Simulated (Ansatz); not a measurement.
Base system: AlN in the zinc blende structure (space group F-43m, No. 216; a = 4.3698 Å). Axes: x, y, z lie along the cube axes.

Level of theory: r2SCAN in Ansatz (plane waves to 500 eV, PAW, spin-orbit coupling left out).

Base values:

The band gap comes out as 3.94 eV.

One thing is altered: tensor shear ε_xy = +1.14 % (engineering shear γ = 0.0228), atoms relaxed at fixed cell.

Question: How does this affect the valence-band top at Γ and band gap?

Answer: The valence-band top at Γ (three highest levels, from the VBM) is 0.00, -0.10, -0.20 eV; the band gap drops by 0.115 eV (3.94 eV → 3.83 eV).

The cells carry an imposed strain or load. Whether these cells are dynamically stable was not tested. This is not the structure that AlN has at room temperature and ambient pressure.

Ansatz is a quantum-chemistry and plane-wave program.
